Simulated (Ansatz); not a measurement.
## Effect of isotropic strain −2.94 % on hypothetical ReO3 type LaBr3

Start from LaBr3 in the ReO3 type structure (space group Pm-3m, No. 221; a = 5.803 Å; a hypothetical phase, not in the database extracts checked).

The change: an isotropic linear strain of −2.94 %, atoms relaxed at fixed cell.

Level of theory: plane-wave PAW DFT at the PBEsol level (Ansatz, a program for electronic structure, 420 eV), no spin-orbit coupling. Γ-centred 6×6×6 mesh, Fermi–Dirac width 0.05 eV.

```tsv
quantity	base	changed	shift
volume per atom	48.85 Å³	44.67 Å³	-4.18 Å³
space group	Pm-3m (No. 221)	Pm-3m (No. 221)	–
energy relative to the base (free energy F)	0 meV/atom	+36 meV/atom	+36 meV/atom
pressure	0.00 GPa	3.02 GPa	+3.02 GPa
band gap	3.52 eV	3.54 eV	+0.02 eV
gap character	indirect, R → Γ	indirect, R → Γ	–
smallest direct gap	3.59 eV	4.04 eV	+0.442 eV
mean gap deformation potential ΔEg/Δln V	–	-0.3 eV	–
width of the top valence band	0.56 eV	0.62 eV	+0.06 eV
valley order (the lowest conduction-band minima on the path, energy above the VBM, named in the base's zone)	Γ 3.52 eV; M along ⟨110⟩ 3.59 eV; R along ⟨111⟩ 3.59 eV	Γ 3.54 eV; R along ⟨111⟩ 4.04 eV	–
```

Final structure:

```
CELL_PARAMETERS angstrom
      5.63231     0.00000     0.00000
      0.00000     5.63231     0.00000
      0.00000     0.00000     5.63231
ATOMIC_POSITIONS crystal
  La 0.00000 0.00000 0.00000
  Br 0.50000 0.00000 0.00000
  Br 0.00000 0.00000 0.50000
  Br 0.00000 0.50000 0.00000
```

Cost of the whole job for the changed cell (relaxation, final SCF and bands): roughly 13 core-seconds.

No phonon test of stability was made.
